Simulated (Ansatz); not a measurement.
What C → Si does to C

Take C in the diamond structure (space group Fd-3m, No. 227; a = 3.5603 Å) as the base.

The change: Si takes the place of C on all its sites, then cell and atoms are relaxed.

All numbers come from Ansatz (a first-principles code), r2SCAN, PAW, cutoff 500 eV, scalar-relativistic without spin-orbit coupling. k-mesh 10×10×10 (Γ-centred); smearing 0.05 eV (Fermi–Dirac), for the changed cell.

```csv
quantity,base,changed,shift
volume per atom,5.64 Å³,20.17 Å³,+14.53 Å³
density,3.54 g/cm³,2.31 g/cm³,-1.223 g/cm³
space group,Fd-3m (No. 227),Fd-3m (No. 227),–
shortest interatomic distance,1.542 Å,2.357 Å,+0.8158 Å
band gap,4.36 eV,0.78 eV,-3.588 eV
smallest direct gap,5.90 eV,2.74 eV,-3.16 eV
width of the top valence band,8.75 eV,4.00 eV,-4.75 eV
electron mass,"1.8 mₑ along k, 0.28 mₑ across (off the special points)","0.91 mₑ along k, 0.19 mₑ across (off the special points)",–
"hole mass (degenerate bands, along [100])","0.28, 0.28, 0.47 mₑ (at Γ)","0.17, 0.25, 0.25 mₑ (at Γ)",–
```

Cost of the whole job for the changed cell (relaxation, final SCF and bands): roughly 40 core-seconds.

Masses are band curvatures over ±0.01 Å⁻¹ around the edge. Along k means along the line from Γ to the band edge. Stability against distortions was not tested.
